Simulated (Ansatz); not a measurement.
Results of rVV10 (plane waves, PAW; Ansatz, a program for electronic structure) for 1T (CdI2-type) MgI2.

Settings: plane-wave cutoff 500 eV, 12×12×6 k mesh (along the axes of the cell as run), gaussian smearing 0.02 eV, scalar-relativistic PAW data made under PBE.

Cell (relaxed at this level):

MgI2 has the trigonal space group P-3m1 (No. 164), the CdI2 type structure, Pearson symbol hP3. Conventional cell: a = 4.1935 Å, b = 4.1935 Å, c = 6.8201 Å, α = 90.00°, β = 90.00°, γ = 120.00°. Mg on 1a is surrounded by 6 I at 2.953 Å (octahedral). I on 2d is coordinated by 3 Mg at 2.953 Å (trigonal pyramidal). (Neighbours: up to the widest gap in distance over summed covalent radii, below 1.35, at either atom; cation-cation and far metal-metal contacts left out.)

Problem. Give the computed band gap.

Solution. 
* **band gap**: 3.25 eV (on the SCF k mesh)

Spin–orbit coupling is not included; with these elements it can move the gap by several tenths of an eV or more.

Computed values are for the static lattice.

It cost around 100 core-seconds (rough) of CPU time.
